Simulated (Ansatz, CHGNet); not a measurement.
**Equilibrium volume per atom of white tin (β-Sn) at several levels of theory**

No measured value is used here.

```csv
level (code),value (Å³/atom)
CHGNet 0.3.0 (CHGNet),30.13
LDA (Ansatz),26.17
PBE (Ansatz),28.41
rVV10 (Ansatz),29.43
r²SCAN+SOC (Ansatz),27.58
```

Cutoffs differ between the levels. Ansatz's density-functional and Hartree–Fock values are scalar-relativistic unless marked +SOC, with PAW data made under PBE.

Machine-learned potentials (CHGNet 0.3.0) are trained on DFT data, which may include these solids.

Ansatz is a quantum-chemistry and plane-wave program.
